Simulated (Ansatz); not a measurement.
Consider Pd in the fcc (Cu type) structure (space group Fm-3m, No. 225; a = 3.8414 Å; relaxed with 0.1 eV smearing). Axes: x, y, z lie along the cube axes.

All numbers come from LDA/PAW in Ansatz (a quantum-chemistry and plane-wave program), without spin-orbit coupling.

For the base:

The shortest interatomic distance is 2.716 Å and the band gap is zero.

It is then changed as follows: tensor shear ε_xy = +1.43 % (engineering shear γ = 0.0286); the atoms relax in the strained cell.

### Question
What does the calculation give for the energy relative to the base after the change?

### Answer
The energy grows by 3.4 meV/atom.

### Question
Predict the new shortest interatomic distance.

### Answer
The shortest interatomic distance decreases by 0.039 Å (2.716 Å → 2.677 Å).

### Question
What does the calculation give for the stress after the change?

### Answer
The stress (xx, yy, zz, yz, xz, xy; compression positive) amounts to (0.3, 0.3, -0.1, 0.0, 0.0, -2.7) GPa.

### Question
How does this affect the band gap?

### Answer
The band gap is still zero.

No phonon test of stability was made. The final runs are not spin-polarised.
